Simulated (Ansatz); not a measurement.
Defect migration in rutile SnO2: interstitial F, charge state -1. Calculation: PBE, PAW (plane waves to 420 eV; Ansatz, a quantum-chemistry and plane-wave program).

Settings: 72 host sites, the relaxed PBE lattice, one k-point at (0.250, 0.250, 0.250), smearing 0.01 eV, spin-restricted, no image-charge correction. Static, classical nuclei. The charge state is imposed; whether it is stable for some Fermi level was not computed. Sites that were not tried may lie lower.

Barriers: single points on a 2×2×2 k-point mesh shifted by half a step at the bands' geometries.

The step: a concerted move, in which F travels most. Atoms about the jump, Cartesian Å from the middle of the jump, before and after:

```json
[
 {"atom": "F1", "x0": "-1.05", "y0": "1.05", "z0": "0.00", "x1": "1.05", "y1": "-1.05", "z1": "0.00"},
 {"atom": "Sn2", "x0": "1.12", "y0": "1.19", "z0": "-0.69", "x1": "1.19", "y1": "1.12", "z1": "-0.69"},
 {"atom": "O3", "x0": "0.23", "y0": "0.28", "z0": "-2.35", "x1": "0.28", "y1": "0.23", "z1": "-2.35"},
 {"atom": "O4", "x0": "0.70", "y0": "-0.08", "z0": "1.00", "x1": "-0.08", "y1": "0.70", "z1": "1.00"},
 {"atom": "Sn5", "x0": "-1.24", "y0": "-1.23", "z0": "-2.39", "x1": "-1.23", "y1": "-1.24", "z1": "-2.39"},
 {"atom": "Sn6", "x0": "-1.18", "y0": "-1.11", "z0": "0.82", "x1": "-1.11", "y1": "-1.18", "z1": "0.82"},
 {"atom": "O7", "x0": "-0.25", "y0": "-2.10", "z0": "-0.77", "x1": "-0.62", "y1": "-2.47", "z1": "-0.84"},
 {"atom": "O8", "x0": "-2.47", "y0": "-0.62", "z0": "-0.84", "x1": "-2.10", "y1": "-0.25", "z1": "-0.77"},
 {"atom": "O9", "x0": "2.72", "y0": "-0.23", "z0": "-0.76", "x1": "3.01", "y1": "-0.01", "z1": "-0.81"},
 {"atom": "O10", "x0": "-0.01", "y0": "3.01", "z0": "-0.81", "x1": "-0.23", "y1": "2.72", "z1": "-0.76"}
]
```

### Question
Give the saddle-point geometry and the barrier.

### Answer

| atom | x | y | z |
|---|---|---|---|
| F1 | -0.23 | -0.23 | -0.74 |
| Sn2 | 1.22 | 1.22 | -0.74 |
| O3 | 0.32 | 0.32 | -2.66 |
| O4 | 0.32 | 0.32 | 1.19 |
| Sn5 | -1.19 | -1.20 | -2.35 |
| Sn6 | -1.19 | -1.20 | 0.88 |
| O7 | -0.52 | -2.50 | -0.74 |
| O8 | -2.49 | -0.53 | -0.74 |
| O9 | 2.66 | -0.27 | -0.74 |
| O10 | -0.26 | 2.66 | -0.74 |
It lies 1.53 eV above the start and 1.53 eV above the end. The saddle point's order was not checked, and it lies on a symmetry element of the cell, where a band can be held.
